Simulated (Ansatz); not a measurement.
The reference is Ta in the bcc (W type) structure (space group Im-3m, No. 229; a = 3.2541 Å; relaxed with 0.1 eV smearing). Axes: x, y, z lie along the cube axes.

Level of theory: Ansatz (a first-principles code), LDA, PAW, cutoff 420 eV, no spin-orbit coupling.

Now apply this change: tensor shear ε_xy = +0.86 % (engineering shear γ = 0.0172); the atoms relax in the strained cell.

Estimate the effect on the stress and energy relative to the base.

The stress (xx, yy, zz, yz, xz, xy; compression positive) amounts to (0.0, 0.0, 0.1, 0.0, 0.0, -1.2) GPa; the energy rises by 1.1 meV/atom.

Stability against distortions was not tested. All final runs are without spin polarisation.
